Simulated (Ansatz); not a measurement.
**Corundum In2O3 (high-pressure phase)**

Method: PBE0 in Ansatz (plane waves, PAW).

Numerical settings: plane-wave cutoff 500 eV, 6×6×6 k mesh, gaussian smearing 0.02 eV, scalar-relativistic PAW data made under PBE.

Cell (relaxed with r²SCAN):

```cif
data_In4O6
_chemical_formula_sum 'In4 O6'
_space_group_name_H-M_alt 'P 1'
_space_group_IT_number 1
_cell_length_a 5.80290
_cell_length_b 5.80290
_cell_length_c 5.80290
_cell_angle_alpha 56.665
_cell_angle_beta 56.665
_cell_angle_gamma 56.665
loop_
_space_group_symop_operation_xyz
  'x, y, z'
loop_
_atom_site_label
_atom_site_type_symbol
_atom_site_fract_x
_atom_site_fract_y
_atom_site_fract_z
_atom_site_occupancy
In1 In 0.35701 0.35701 0.35701 1
In2 In 0.14299 0.14299 0.14299 1
In3 In 0.64299 0.64299 0.64299 1
In4 In 0.85701 0.85701 0.85701 1
O1 O 0.54658 0.95342 0.25000 1
O2 O 0.25000 0.54658 0.95342 1
O3 O 0.95342 0.25000 0.54658 1
O4 O 0.45342 0.04658 0.75000 1
O5 O 0.75000 0.45342 0.04658 1
O6 O 0.04658 0.75000 0.45342 1
```

```json
{
  "band_gap": "3.42 eV (on the SCF k mesh)"
}
```

Note: cell and atoms aren't relaxed at this level (largest force component 0.04 eV/Å, pressure -1.2 GPa).

Spin–orbit coupling is not included.

Cost on a shared machine: roughly 9 core-minutes.

Ansatz is a first-principles code.
